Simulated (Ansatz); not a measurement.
CdSe: biaxial strain −2.50 %, plane normal [111], relaxed out of plane

Base system: CdSe in the zinc blende structure (space group F-43m, No. 216; a = 6.133 Å). Axes: x, y, z lie along the cube axes.

One thing is altered: biaxial strain −2.50 %, plane normal [111], relaxed out of plane (Cartesian); in-plane vectors clamped, the third vector and the atoms free.

The values are results of Ansatz (a first-principles code) r2SCAN, no SOC, not measurements. k-mesh 9×9×9 (Γ-centred); smearing 0.05 eV (Fermi–Dirac).

The volume per atom shrinks by 0.80 Å³ (28.84 Å³ → 28.04 Å³) and the space group becomes R3m (No. 160) (base: F-43m (No. 216)). The energy grows by 9.8 meV/atom and the band gap falls by 0.05 eV to 0.99 eV. The gap character is still direct at Γ and the electron mass changes from 0.093 mₑ (at Γ) to 0.091 mₑ out of plane, 0.097 mₑ in plane (at Γ). The valence-band top at Γ (three highest levels, from the VBM) goes from 0.00, 0.00, 0.00 eV to 0.00, 0.00, -0.25 eV and the out-of-plane strain is +2.27 %. The ratio −ε⊥/ε∥ is 0.91.

Final structure (turned so that z lies along the plane normal):

```xyz
2
Lattice="4.2284 0.0000 0.0000 2.1142 3.6619 0.0000 2.1142 -1.2206 3.6215" Properties=species:S:1:pos:R:3 pbc="T T T"
Cd     0.0000     0.0000     0.0372
Se     4.2284     0.0000     2.6789
```

Cost of the whole job for the changed cell (relaxation, final SCF and bands): roughly 100 core-seconds.

Masses are band curvatures over ±0.01 Å⁻¹ around the edge. Stability against distortions was not tested. Labels are those of the standard path for the cell's own space group.
